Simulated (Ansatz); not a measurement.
# Pd: biaxial strain +0.50 %, plane normal [001], relaxed out of plane

Consider Pd in the fcc (Cu type) structure (space group Fm-3m, No. 225; a = 3.841 Å; relaxed with 0.1 eV smearing). Axes: x, y, z lie along the cube axes.

It is then changed as follows: tensile biaxial strain of 0.50 % in the plane normal to [001], as in epitaxy on a mismatched substrate; the out-of-plane cell vector and the atoms relax.

Level of theory: LDA (Ansatz, an electronic-structure program), without spin-orbit coupling. Γ-centred 29×29×29 mesh, Fermi–Dirac width 0.1 eV.

```tsv
quantity	base	changed	shift
volume per atom	14.17 Å³	14.21 Å³	+0.04 Å³
space group	Fm-3m (No. 225)	I4/mmm (No. 139)	–
shortest interatomic distance	2.716 Å	2.713 Å	-0.003 Å
energy relative to the base (free energy F)	0 meV/atom	+0.4 meV/atom	+0.4 meV/atom
pressure (mean of the normal stresses, compression positive)	0.0 GPa	-0.6 GPa	-0.6 GPa
band gap	zero	zero	–
out-of-plane strain	–	-0.74 %	–
```

Final structure (turned so that z lies along the plane normal):

```
CELL_PARAMETERS angstrom
      2.72986     0.00000     0.00000
      0.00000     2.72986     0.00000
      1.36493    -1.36493     1.90653
ATOMIC_POSITIONS crystal
  Pd 0.00000 0.00000 0.00000
```

No phonon test of stability was made. The final runs are not spin-polarised.
